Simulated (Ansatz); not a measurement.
WS2, response to strain

Start from WS$_{2}$ in the 2H-MoS2 type structure (space group P6_3/mmc, No. 194; a = 3.1148 Å, c = 11.7731 Å; layered, stacked along the Cartesian z axis). Axes: x lies along a and z along c of the hexagonal cell.

Strains are applied to the cell and any free atomic positions relax; under biaxial strain the out-of-plane vector relaxes too.

Computed with PBEsol-D3(BJ) in Ansatz (plane waves to 420 eV, PAW, no spin-orbit coupling).

Notes on the quantities. pressure: mean of the normal stresses, compression positive.

| variant | volume per atom | pressure | smallest direct gap | hole mass | gap character |
|---|---|---|---|---|---|
| base | 16.49 Å³ | -0.01 GPa | 1.92 eV | 0.96 mₑ along c, 0.46 mₑ across (at Γ) | indirect, Γ → K–Γ (44 % along) |
| biaxial strain +0.70 %, plane normal [001], relaxed out of plane | [?] | [?] | [?] | [?] | indirect, Γ → K–Γ (44 % along) |
| isotropic strain +0.44 % | 16.71 Å³ | -1.19 GPa | 1.87 eV | 0.96 mₑ along c, 0.46 mₑ across (at Γ) | indirect, Γ → K–Γ (44 % along) |
| uniaxial strain ε_yy = +4.71 % | 17.26 Å³ | -4.74 GPa | 1.61 eV | 0.54 mₑ along x, 0.31 mₑ along y, 1.2 mₑ along z (at Γ) | indirect, Γ → Σ₀–Γ (47 % along) |

Task: Fill in the withheld entries from the trend.

Result: 
- biaxial strain +0.70 %, plane normal [001], relaxed out of plane, volume per atom: 16.68 Å³
- biaxial strain +0.70 %, plane normal [001], relaxed out of plane, pressure: -1.50 GPa
- biaxial strain +0.70 %, plane normal [001], relaxed out of plane, smallest direct gap: 1.82 eV
- biaxial strain +0.70 %, plane normal [001], relaxed out of plane, hole mass: 1.0 mₑ out of plane, 0.43 mₑ in plane (at Γ)

With W present, leaving out spin-orbit coupling can change the band edges. Masses are band curvatures over ±0.01 Å⁻¹ around the edge. Whether these cells are dynamically stable was not tested. Labels are those of the standard path for the cell's own space group.

Ansatz is an electronic-structure program.
